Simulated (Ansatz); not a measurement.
For LiF (model structure, F-43m, No. 216, 2 atoms in the cell), PBEsol (PAW; Ansatz, a quantum-chemistry and plane-wave program) gives:

```
Quantity                              Result
------------------------------  ------------
equilibrium lattice constant a       4.311 Å
bulk modulus                        54.5 GPa
cohesive energy                 4.45 eV/atom
band gap                             7.67 eV
```

Problem. What does r²SCAN (Ansatz, plane waves, PAW) give for the same quantities?

Solution. 
- lattice constant a: 4.290 Å (decreases by 0.5 %)
- bulk modulus: 58.5 GPa (increases by 7.3 %)
- cohesive energy: 4.36 eV/atom (drops by 0.09 eV/atom)
- band gap: 8.66 eV (rises by 0.99 eV)

Changes are worked out from the printed values.

Unless a cell is named, each level is at its own relaxed cell (PBEsol 10.02, r²SCAN 9.87 Å³/atom).

Density-functional gaps are differences of (generalised) Kohn–Sham levels.

Caveats: the bulk modulus is −V dP/dV from two relaxed cells at ±2 % in volume (PBEsol, r²SCAN). Ansatz's density-functional and Hartree–Fock values are scalar-relativistic unless marked +SOC, with PAW data made under PBE.

A model structure was made by putting elements into a prototype or built by hand; it is no filed structure, need not be a known phase, and can be a saddle point held by its symmetry.
